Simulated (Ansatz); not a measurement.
**HgSe: response to strain**

The reference is HgSe in the zinc blende structure (space group F-43m, No. 216; a = 6.133 Å). Axes: x, y, z lie along the cube axes.

Strains are applied to the cell and any free atomic positions relax; under biaxial strain the out-of-plane vector relaxes too.

Method: Ansatz (a first-principles code) PBEsol, no SOC.

Notes on the quantities. pressure: mean of the normal stresses, compression positive; energy relative to the base: free energy F.

```tsv
case	pressure	energy relative to the base	volume per atom
base	0.0 GPa	0 meV/atom	28.83 Å³
biaxial strain −3.00 %, plane normal [001], relaxed out of plane	0.8 GPa	+6.4 meV/atom	28.34 Å³
biaxial strain −2.50 %, plane normal [001], relaxed out of plane	0.7 GPa	+4.4 meV/atom	[?]
biaxial strain −2.00 %, plane normal [001], relaxed out of plane	0.5 GPa	[?]	28.52 Å³
biaxial strain −1.50 %, plane normal [001], relaxed out of plane	0.4 GPa	+1.6 meV/atom	[?]
biaxial strain −1.00 %, plane normal [001], relaxed out of plane	0.3 GPa	+0.7 meV/atom	28.69 Å³
biaxial strain +1.00 %, plane normal [001], relaxed out of plane	-0.2 GPa	+0.7 meV/atom	28.97 Å³
biaxial strain +2.00 %, plane normal [001], relaxed out of plane	-0.5 GPa	+2.6 meV/atom	29.07 Å³
biaxial strain +2.50 %, plane normal [001], relaxed out of plane	-0.6 GPa	+4.0 meV/atom	29.12 Å³
biaxial strain +3.00 %, plane normal [001], relaxed out of plane	-0.7 GPa	+5.7 meV/atom	29.17 Å³
```

### Question
Complete the table.

### Answer

- biaxial strain −2.50 %, plane normal [001], relaxed out of plane, volume per atom: 28.43 Å³
- biaxial strain −2.00 %, plane normal [001], relaxed out of plane, energy relative to the base: +2.8 meV/atom
- biaxial strain −1.50 %, plane normal [001], relaxed out of plane, volume per atom: 28.61 Å³

The mesh was chosen for an insulator and is coarse for the gapless case. Whether these cells are dynamically stable was not tested. The final runs are not spin-polarised.
